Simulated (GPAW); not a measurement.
```yaml
crystal:
  lattice:
    - [3.96126, 0.00000, 0.00000]
    - [0.00000, 3.96126, 0.00000]
    - [0.00000, 0.00000, 8.73892]
  atoms:
    - { symbol: Zr, position: [0.52456, 0.98355, 0.74007] }
    - { symbol: Zr, position: [0.99994, 0.51484, 0.26396] }
    - { symbol: Sb, position: [0.49964, 0.01223, 0.38883] }
    - { symbol: Sb, position: [0.99304, 0.49567, 0.60582] }
    - { symbol: Sb, position: [0.98138, 0.00389, 0.00224] }
    - { symbol: Pd, position: [0.50145, 0.48982, 0.99908] }
```

Computed with PBEsol, GPAW PAW datasets PBEsol (made by gpaw-setup) (plane waves; GPAW).

The set-up and first iterations of a GPAW log for Zr2Sb3Pd (P1, 6 atoms in the cell):

```
Input parameters:
  convergence: {density: 1e-05,
                energy: 1e-05}
  kpts: [7 7 3]
  maxiter: 150
  mode: {ecut: 550.0,
         name: pw}
  nbands: -14
  occupations: {name: methfessel-paxton,
                order: 0,
                width: 0.136}
  symmetry: {symmorphic: False,
             tolerance: 0.0005}
  xc: PBEsol

species:
  Zr:
    name: Zirconium
    Z: 40.0
    valence: 12
    core: 28
    charge: 0.0
    file: Zr.PBEsol.gz

    # Using partial waves for Zr as LCAO basis

  Sb:
    name: Antimony
    Z: 51.0
    valence: 15
    core: 36
    charge: 0.0
    file: Sb.PBEsol.gz

    # Using partial waves for Sb as LCAO basis

  Pd:
    name: Palladium
    Z: 46.0
    valence: 16
    core: 30
    charge: 0.0
    file: Pd.PBEsol.gz

    # Using partial waves for Pd as LCAO basis

Reference energy: -861450.652333  # eV

Spin-paired calculation

Convergence criteria:
   [... lines left out ...]
  Linear mixing parameter: 0.05
  old densities: 5
  Damping of long wavelength oscillations: 50

Hamiltonian:
  XC and Coulomb potentials evaluated on a 48*48*96 grid
  External potential:
    NoExternalPotential

XC parameters: PBEsol with 2 nearest neighbor stencil

Number of atoms: 6
Number of atomic orbitals: 65
Number of bands in calculation: 56
Number of valence electrons: 85
Bands to converge: occupied

Density initialized from atomic densities
  56 bands from LCAO basis set

Atomic positions and initial magnetic moments

Positions:
   0 Zr     2.077915   -0.065159    6.467386    ( 0.0000,  0.0000,  0.0000)
   1 Zr    -0.000222    2.039431    2.306752    ( 0.0000,  0.0000,  0.0000)
   2 Sb     1.979188    0.048430    3.397937    ( 0.0000,  0.0000,  0.0000)
   3 Sb    -0.027582    1.963474    5.294204    ( 0.0000,  0.0000,  0.0000)
   4 Sb    -0.073771    0.015409    0.019575    ( 0.0000,  0.0000,  0.0000)
   5 Pd     1.986362    1.940300   -0.008005    ( 0.0000,  0.0000,  0.0000)

Unit cell:
           periodic     x           y           z      points  spacing
  1. axis:    yes    3.961260    0.000000    0.000000    24     0.1651
  2. axis:    yes    0.000000    3.961260    0.000000    24     0.1651
  3. axis:    yes    0.000000    0.000000    8.738920    48     0.1821

  Lengths:   3.961260   3.961260   8.738920
  Angles:   90.000000  90.000000  90.000000

Effective grid spacing dv^(1/3) = 0.1705
     iter     time        total  log10-change:
                         energy   eigst   dens
iter:   1 --:--:--   -44.483082
iter:   2 --:--:--   -39.671358   -0.30  -1.23
iter:   3 --:--:--   -39.342965   -1.12  -1.50
iter:   4 --:--:--   -39.019915   -0.85  -1.54
iter:   5 --:--:--   -38.926972   -2.02  -1.80
```

Q: Will this run converge, and how will it end?

A: The run converged in 27 iterations. Convergence of the loop says nothing yet on basis, mesh or lower states. It ends on: free energy E − TS (from the program's reference atoms) -38.7554 eV; Fermi level (on the code's own zero) 8.62 eV; pressure -4.95 GPa; largest force (vector length) 0.902 eV/Å. The log goes on:

```
   [... 5 lines left out ...]
iter:  11 --:--:--   -38.751363   -3.78  -2.72
iter:  12 --:--:--   -38.749559   -4.69  -2.90
iter:  13 --:--:--   -38.746156   -3.88  -2.95
iter:  14 --:--:--   -38.746453   -5.04  -3.07
iter:  15 --:--:--   -38.745667c  -4.81  -3.13
iter:  16 --:--:--   -38.745403   -4.92  -3.27
iter:  17 --:--:--   -38.745300c  -5.29  -3.38
iter:  18 --:--:--   -38.745275c  -5.43  -3.75
iter:  19 --:--:--   -38.745264c  -6.26  -3.94
iter:  20 --:--:--   -38.745265c  -6.96  -3.98
iter:  21 --:--:--   -38.745271c  -6.35  -4.04
iter:  22 --:--:--   -38.745266c  -6.79  -4.31
iter:  23 --:--:--   -38.745266c  -7.57c -4.60
iter:  24 --:--:--   -38.745265c  -7.66c -4.65
iter:  25 --:--:--   -38.745264c  -7.91c -4.78
iter:  26 --:--:--   -38.745264c  -8.88c -4.97
iter:  27 --:--:--   -38.745265c  -7.93c -5.12c
Converged after 27 iterations.

Dipole moment: (3.050959, -0.206948, -0.852257) |e|*Ang

Energy contributions relative to reference atoms: (reference = -861450.652333)

Kinetic:         -9.846759
Potential:       +1.271640
External:        +0.000000
XC:             -31.141415
Entropy (-ST):   -0.020222
Local:           +0.981380
SIC:             +0.000000
--------------------------
Free energy:    -38.755376
Extrapolated:   -38.745265

Showing only first 2 kpts
 Kpt  Band  Eigenvalues  Occupancy
  0    40      7.88185    2.00000
  0    41      8.04405    2.00000
  0    42      9.42420    0.00000
  0    43      9.60886    0.00000

  1    40      7.85607    2.00000
  1    41      8.10321    2.00000
  1    42      8.90213    0.00328
  1    43      9.74800    0.00000

Fermi level: 8.61938

No gap
No difference between direct/indirect transitions
Energy (eV): -38.745265

Forces in eV/Ang:
  0 Zr   -0.85620    0.28440   -0.01476
  1 Zr   -0.01126   -0.18501   -0.34481
  2 Sb    0.03907   -0.00979   -0.38676
  3 Sb    0.50390   -0.15807    0.68225
  4 Sb    0.63318   -0.16183   -0.00515
  5 Pd   -0.30869    0.23026    0.06901

Stress tensor:
     0.033368     0.001733     0.001063
     0.001733     0.033731    -0.004360
     0.001063    -0.004360     0.025581
Stress (GPa, Voigt): [ 5.3461  5.4043  4.0986 -0.6986  0.1703  0.2777]
```

For comparison: a first run was changed to give this one (atoms moved at random), and from it to this one the free energy rises by 24.3 meV/atom, the pressure goes from -5.35 to -4.95 GPa and the largest force goes from 0.115 to 0.902 eV/Å.

The starting cell comes from a database of computed structures (which also holds hypothetical and non-ambient phases and stackings), without a prior relaxation at this level. For this run, on top of that: atoms moved at random. Spin-orbit coupling is off. Spin polarisation is off. With a pressure of about -5 GPa the cell is away from its equilibrium volume at this level.

The run was DFT PBEsol, plane waves, GPAW PAW datasets PBEsol (made by gpaw-setup). Main settings of its input:

* **mode**: pw
* **ecut**: 550 eV
* **xc**: PBEsol
* **kpts**: 7 7 3
* **mesh shift (steps)**: 0 0 0
* **occupations.name**: methfessel-paxton
* **occupations.width**: 0.136 eV
* **occupations.order**: 0
* **nbands**: -14
* **convergence.density**: 1e-05 e/electron
* **convergence.energy**: 1e-05 eV/electron
* **symmetry.symmorphic**: false
